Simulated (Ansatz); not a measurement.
Data:

End structure of a constructed model of the (100) surface of fcc Al, a pseudomorphic layer of Rh in the host's stacking (bottom of the slab: a bare face, its two planes held):

```
CELL_PARAMETERS angstrom
      2.85810     0.00000     0.00000
      0.00000     2.85810     0.00000
      0.00000     0.00000    28.00000
ATOMIC_POSITIONS crystal
  Al 0.50000 0.50000 0.28625
  Al 0.00000 0.00000 0.35843
  Al 0.50000 0.50000 0.43013
  Al 0.00000 0.00000 0.50111
  Al 0.50000 0.50000 0.57505
  Al 0.00000 0.00000 0.65167
  Rh 0.50000 0.50000 0.70208
```

Model: 7-atom slab, 12.0 Å thick at the start, 13x13x1 mesh, Fermi-Dirac 0.1 eV, dipole correction, single point; on the structure that PBE left under its start's symmetry; no spin, no spin-orbit, no U. It is one candidate, not shown to be the stable structure of the face.

What work function of the top face does r2SCAN, at the PBE geometry (Ansatz, an electronic-structure program) give?

4.50 eV
